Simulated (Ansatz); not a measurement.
System: L1₂ (Cu3Au-type) Al3Sc. Method: r²SCAN0 (Ansatz, a quantum-chemistry and plane-wave program, plane waves, PAW).

Settings: plane-wave cutoff 520 eV, 8×8×8 k mesh, Fermi–Dirac smearing 0.05 eV, scalar-relativistic PAW data made under PBE.

Pressure at four volumes; x = ln(V/16.962 Å³). One pressure is withheld.

| V (Å³/atom) | x | P (GPa) |
|---|---|---|
| 16.117 | -0.0511 | 5.55 |
| 16.962 | 0.0000 | 0.02 |
| 17.390 | 0.0249 | -2.31 |
| 17.814 | 0.0490 | ? |

Question: Pass a parabola P(x) through the three rows shown, estimate the bulk modulus and its pressure derivative near zero pressure, and predict the withheld pressure.

Answer: Slopes between the rows: (0.02 − (5.55))/(0.0000 − (-0.0511)) = -108.22 and (-2.31 − (0.02))/(0.0249 − (0.0000)) = -93.57 GPa. Their difference over the span 0.0760 is c = 14.65/0.0760 = 192.8 GPa, so P(x) = 5.55 + (-108.22)(x − (-0.0511)) + 192.8 (x − (-0.0511))(x − (0.0000)). At the middle row B = −dP/dx = −[-108.22 + 192.8 × 0.0511] = 98.4 GPa, and B′ = dB/dP = 2c/B = 3.9. At x = 0.0490 the parabola gives -4.34 GPa; the run gives -4.34 GPa. The Birch–Murnaghan fit to the energies at all volumes has B0 = 97.9 GPa and B′ = 3.9.

Measured, for comparison: bulk modulus 91.5 ± 1 GPa (298 K, not corrected to a static lattice, polycrystal; as tabulated in A Combined Experimental and First-Principles Based Assessment of …). Computed (rounded) less measured: bulk modulus +7 %. A static lattice is as a rule a little smaller and stiffer than an uncorrected measurement, which narrows the difference in the bulk modulus and would widen misses of the other sign.
